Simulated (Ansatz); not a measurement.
**BN: response to strain**

The reference is BN in the wurtzite structure (space group P6_3mc, No. 186; a = 2.523 Å, c = 4.175 Å). Axes: x lies along a and z along c of the hexagonal cell.

Strains are applied to the cell and any free atomic positions relax.

Calculations: LDA, PAW, 420 eV (Ansatz, a quantum-chemistry and plane-wave program; without spin-orbit coupling).

Notes on the quantities. pressure: mean of the normal stresses, compression positive; energy relative to the base: free energy F.

```csv
case,pressure,energy relative to the base,band gap,electron mass,shortest interatomic distance
base,0.0 kbar,0 meV/atom,4.93 eV,"0.30 mₑ along c, 0.50 mₑ across (at K)",1.548 Å
tensor shear ε_xz = +1.67 %,1.7 kbar,+6.9 meV/atom,4.87 eV,"0.29 mₑ along z, 0.49 mₑ across (off the special points)",1.538 Å
tensor shear ε_xz = +2.00 %,2.4 kbar,+9.9 meV/atom,4.85 eV,"0.30 mₑ along z, 0.51 mₑ across (off the special points)",1.536 Å
tensor shear ε_xz = +0.33 %,0.0 kbar,+0.3 meV/atom,4.93 eV,"0.30 mₑ along z, 0.50 mₑ across (off the special points)",(withheld)
tensor shear ε_xz = +1.33 %,1.0 kbar,(withheld),4.89 eV,"0.30 mₑ along z, 0.50 mₑ across (off the special points)",1.540 Å
```

Question: Some entries are withheld; estimate them.

Answer: 
- tensor shear ε_xz = +0.33 %, shortest interatomic distance: 1.546 Å
- tensor shear ε_xz = +1.33 %, energy relative to the base: +4.4 meV/atom

Masses are band curvatures over ±0.01 Å⁻¹ around the edge. Whether these cells are dynamically stable was not tested. k-point labels follow each cell's own Brillouin zone.
